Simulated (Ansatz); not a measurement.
Input and output of a self-consistent single point for Pt (Fm-3m, 1 atom in the cell) (Ansatz, a program for electronic structure).

Method: PBE, PAW files (plane waves; Ansatz).

The change in words: lattice scaled by 0.98. Reference geometry:
```xyz
1
Lattice="0.0000 1.9600 1.9600 1.9600 0.0000 1.9600 1.9600 1.9600 0.0000" Properties=species:S:1:pos:R:3 pbc="T T T"
Pt     0.0000     0.0000     0.0000
```

Reference input (self-consistent single point, DFT, PBE, plane waves, PAW files): kpoints.mp_grid.grid = 12 12 12; hamiltonian.xc = pbe; hamiltonian.pseudopotentials = {kind: paw} (an earlier, softer set of the program's PAW files); scf.occupations.method = gaussian; scf.occupations.width = 0.01 Ry. This run's input differs from it in these lines:

```diff
@@ -2,5 +2,5 @@
   lattice:
-    - [0.00000000, 1.96000000, 1.96000000]
-    - [1.96000000, 0.00000000, 1.96000000]
-    - [1.96000000, 1.96000000, 0.00000000]
+    - [0.00000000, 1.92080000, 1.92080000]
+    - [1.92080000, 0.00000000, 1.92080000]
+    - [1.92080000, 1.92080000, 0.00000000]
   atoms:
```

Log, with long lists cut:

```
SCF iter   1: F=—  HF=-12524.892256 eV  |F-HF|=—  |Δ(HF+E_count)|=         —  Δρ=8.63e-2  dr2=9.47e-1  ethr=3.10e-3  ⟨swp⟩=5.0  Hψ=4790  notcnv=0
all-band conjugate gradients solve this SCF's bands
preconditioner: auto → none
SCF iter   2: F=—  HF=-12524.642798 eV  |F-HF|=—  |Δ(HF+E_count)|=   2.49e-1  Δρ=4.19e-2  dr2=2.07e-1  ethr=3.10e-3  ⟨swp⟩=2.0  Hψ=1777  notcnv=0
SCF iter   3: F=—  HF=-12524.585044 eV  |F-HF|=—  |Δ(HF+E_count)|=   5.78e-2  Δρ=4.31e-3  dr2=8.92e-4  ethr=1.15e-3  ⟨swp⟩=2.1  Hψ=1534  notcnv=0
SCF iter   4: F=—  HF=-12524.585933 eV  |F-HF|=—  |Δ(HF+E_count)|=   8.89e-4  Δρ=2.37e-4  dr2=5.54e-6  ethr=4.95e-6  ⟨swp⟩=2.3  Hψ=1608  notcnv=0
SCF iter   5: F=—  HF=-12524.585933 eV  |F-HF|=—  |Δ(HF+E_count)|=   5.82e-7  Δρ=6.65e-5  dr2=5.57e-7  ethr=5.56e-10  ⟨swp⟩=6.9  Hψ=4988  notcnv=0
SCF iter   6: F=-12524.585933 eV  HF=-12524.585933 eV  |F-HF|=4.97e-10  |Δ(HF+E_count)|=   1.84e-7  Δρ=3.35e-6  dr2=8.60e-10  ethr=5.56e-10  ⟨swp⟩=4.9  Hψ=4178  notcnv=0
SCF 1 converged in 6 iterations: F = -12524.585933 eV  dr2 = 8.60e-10
Free energy (F): -12524.585933 eV
Internal energy: -12524.569452 eV  (E = F + TS)
E sigma→0 (E₀):  -12524.577692 eV
Entropy (-TS):   -0.016481 eV (-16.481 meV/atom)
Fermi energy:    25.420215 eV
--- Forces (eV/Å), atoms counted from 1 ---
  atom   1  Pt    -0.00000000     0.00000000     0.00000000
--- Stress (GPa, compression-positive) ---
       32.159329       0.000000       0.000000
       -0.000000      32.159329       0.000000
        0.000000       0.000000      32.159329
  P = ⅓ Tr σ = 32.1593 GPa (321.593 kbar)
  The stress holds the Pulay correction. Without it, at fixed plane waves, as pw.x and ABINIT print it: P = 32.0509 GPa
```

The run converged in 6 iterations. Against the reference run the free energy rises by 115 meV/atom and the pressure goes from 10.65 to 32.16 GPa.

The starting cell has typed, rounded lattice constants, without a prior relaxation at this level. For this run, on top of that: lattice scaled by 0.98. Spin polarisation is off. With a pressure of about 32 GPa the cell is away from its equilibrium volume at this level. Ansatz's pressure includes its estimate of the finite-basis (Pulay) stress.

Keys are those of Ansatz 0.2.
